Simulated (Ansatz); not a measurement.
# Effect of Ta → Lu on hypothetical fluorite TaGe2

The parent structure is TaGe2 in the fluorite structure (space group Fm-3m, No. 225; a = 6.189 Å; a hypothetical phase, not in the database extracts checked).

The change: every Ta is replaced by Lu, then cell and atoms are relaxed.

Computed with PBEsol (Ansatz, a program for electronic structure; PAW; 420 eV plane waves; spin-orbit coupling left out). k-mesh 12×12×12 (Γ-centred); smearing 0.05 eV (Fermi–Dirac), for the changed cell.

```json
[
 {"quantity": "volume per atom", "base": "19.75 Å³", "changed": "23.15 Å³", "shift": "+3.40 Å³"},
 {"quantity": "lattice parameter a", "base": "6.189 Å", "changed": "6.525 Å", "shift": "+0.336 Å"},
 {"quantity": "space group", "base": "Fm-3m (No. 225)", "changed": "Fm-3m (No. 225)", "shift": "–"},
 {"quantity": "band gap", "base": "zero", "changed": "zero", "shift": "–"}
]
```

Final structure:

```
CELL_PARAMETERS angstrom
      0.00000     3.26251     3.26251
      3.26251     0.00000     3.26251
      3.26251     3.26251     0.00000
ATOMIC_POSITIONS crystal
  Lu 0.00000 0.00000 0.00000
  Ge 0.25000 0.25000 0.25000
  Ge 0.75000 0.75000 0.75000
```

Cost of the whole job for the changed cell (relaxation, final SCF and bands): roughly 60 core-seconds.

No phonon test of stability was made. As relaxed here, LuGe2 is a hypothetical phase, not in the database extracts checked. All final runs are without spin polarisation. An odd electron count without spin: LuGe2 and TaGe2. TaGe2 has a high density of states at the Fermi level and may be magnetic at this level.
